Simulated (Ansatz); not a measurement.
# How the bulk modulus of Sb₂Se₃ (model structure, started from the A-La2O3 type, P-3m1, No. 164, 5 atoms in the cell) moves with the method

No measured value is used here.

```
level (code)     value (GPa)  cell (Å³/atom)
---------------  -----------  --------------
LDA (Ansatz)            37.5           26.17
PBE (Ansatz)            5.30           30.28
PBEsol (Ansatz)         24.8           27.16
r²SCAN (Ansatz)         19.2           28.68
```

LDA, PBE, PBEsol, r²SCAN: the bulk modulus is −V dP/dV from two relaxed cells at ±2 % in volume. Each level is taken at its own relaxed cell. Cutoffs differ between the levels. Ansatz's density-functional and Hartree–Fock values are scalar-relativistic unless marked +SOC, with PAW data made under PBE.

A model structure was made by putting elements into a prototype or built by hand; it is no filed structure, need not be a known phase, and can be a saddle point held by its symmetry.

Ansatz is a quantum-chemistry and plane-wave program.
